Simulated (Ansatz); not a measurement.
Take TiO2 in the rutile structure (space group P4_2/mnm, No. 136; a = 4.591 Å, c = 2.939 Å) as the base. Axes: x, y, z lie along a, b, c of the conventional cell.

Computed with plane-wave PAW DFT at the PBEsol level (Ansatz, an electronic-structure program, 420 eV), no spin-orbit coupling.

Strains are applied to the cell and any free atomic positions relax.

One change was made to it. Results:

```tsv
quantity	base	after
energy relative to the base (free energy F)	0 meV/atom	+2.3 meV/atom
pressure (mean of the normal stresses, compression positive)	0.00 GPa	-3.20 GPa
band gap	1.87 eV	1.84 eV
```

Q: Name the change that was made.
A) uniaxial strain ε_zz = +1.20 %
B) uniaxial strain ε_zz = +3.00 %
C) uniaxial strain ε_zz = +1.80 %
D) uniaxial strain ε_zz = +2.40 %
E) uniaxial strain ε_zz = +0.60 %

A: A, uniaxial strain ε_zz = +1.20 %. For comparison, the energy relative to the base in the other runs: uniaxial strain ε_zz = +3.00 % gives +14 meV/atom; uniaxial strain ε_zz = +1.80 % gives +5.0 meV/atom; uniaxial strain ε_zz = +2.40 % gives +8.9 meV/atom; uniaxial strain ε_zz = +0.60 % gives +0.6 meV/atom.

No phonon test of stability was made. All final runs are without spin polarisation.
